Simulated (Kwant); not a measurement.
System: wire with one Gaussian impurity in a ZnO two-dimensional gas. Effective mass 0.3 mₑ, grid spacing 2.7 nm, hard walls, nominal width 80 nm (29 grid rows, so walls 81 nm apart), one parabolic valley, scattering region 240 nm long along x; energies count from the band bottom; Fermi energy swept from 0.00015668 to 0.0033294 eV. Impurity U exp(−r²/2σ²), U = -0.0049 eV, σ = 5.7 nm, 16 nm off the axis.

Constants are typed, rounded textbook-type inputs, not results; the design itself was drawn at random and stands for no fabricated device.

Model: effective-mass tight-binding model on a square grid, one spin, coherent transport at 0 K (Kwant). Conductance is in e²/h.

Question: How many channels do the leads carry at E = 1.25, 2.26, 2.85 meV?

Answer: The hard-wall thresholds are n² ħ²π²/(2mW²) = n² × 0.191 meV with W = 81 nm. √(1.25/0.191) = 2.56, so 2. √(2.26/0.191) = 3.44, so 3. √(2.85/0.191) = 3.86, so 3.
